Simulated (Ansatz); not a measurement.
Base system: HgSe in the zinc blende structure (space group F-43m, No. 216; a = 6.1333 Å). Axes: x, y, z lie along the cube axes.

Calculations: Kohn–Sham DFT with the PBEsol functional, run in Ansatz (a first-principles code) with PAW and 420 eV plane waves, without spin-orbit coupling.

Strains are applied to the cell and any free atomic positions relax; under biaxial strain the out-of-plane vector relaxes too; under stress the whole cell relaxes.

One change was made to it. Results:

```json
[
 {"quantity": "shortest interatomic distance", "base": "2.656 Å", "after": "2.638 Å"},
 {"quantity": "energy relative to the base (free energy F)", "base": "0 meV/atom", "after": "+16 meV/atom"}
]
```

Problem. What was done to the base?
A) biaxial strain −4.62 %, plane normal [001], relaxed out of plane
B) uniaxial stress, 0.5 GPa tension along z
C) uniaxial strain ε_yy = −0.27 %

Solution. A, biaxial strain −4.62 %, plane normal [001], relaxed out of plane. For comparison, the energy relative to the base in the other runs: uniaxial stress, 0.5 GPa tension along z gives +1.0 meV/atom; uniaxial strain ε_yy = −0.27 % gives 0.0 meV/atom.

The mesh was chosen for an insulator and is coarse for the gapless case. Beyond what the load breaks, stability against distortions was not tested. All final runs are without spin polarisation.
